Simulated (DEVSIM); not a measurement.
Device: abrupt CdTe p-n junction, at 300 K.

Layer 1 from the left is CdTe, thickness (μm) 0.820, Na (cm⁻³) 1.5e16, τn (s) 7.2e-8, τp (s) 7.2e-8. Layer 2 from the left is CdTe, thickness (μm) 3.30, Nd (cm⁻³) 4.4e16, τn (s) 7.2e-8, τp (s) 7.2e-8.

Left contact: ohmic. Right contact: ohmic. Voltage is applied to the left contact. Recombination: SRH at mid-gap, radiative, Auger. Mobility is constant in doping.

Constants are typed, rounded textbook-type inputs, not results; the design itself was drawn at random and stands for no fabricated device. Values at 300 K.

CdTe: gap (eV) 1.5, affinity (eV) 4.28, permittivity 10.2, Nc (cm⁻³) 8e17, Nv (cm⁻³) 1.8e19, μn (cm²/Vs) 1000, μp (cm²/Vs) 80, B (cm³/s) 1e-10, Cn (cm⁶/s) 1e-30, Cp (cm⁶/s) 1e-30.

Question: Estimate by hand the built-in potential, the peak field at zero bias, the capacitance at -0.6 V, and compare with a numerical solution.

Answer: 
- Built-in potential: ni = √(Nc Nv) exp(−Eg/2kT) = 954000 cm⁻³ with Eg = 1.500 eV; Vbi = kT/q ln(Na Nd/ni²) = 1.242 V; numerical 1.242 V.
- Peak field at zero bias: depletion approximation: W = √(2εVbi/(qN)) = 0.354 μm with N = 1.12e16 cm⁻³; field = 2Vbi/W = 70200 V/cm; numerical 68700 V/cm (estimate above by 2.1 %).
- Capacitance at -0.6 V: C = √(qεN / 2(Vbi + |V|)) = 21.0 nF/cm²; numerical 21.3 nF/cm² (estimate below by 1.4 %).

Simulated with DEVSIM: 1D drift-diffusion, Boltzmann statistics, complete ionisation; no tunnelling, impact ionisation, image-force lowering or self-heating.
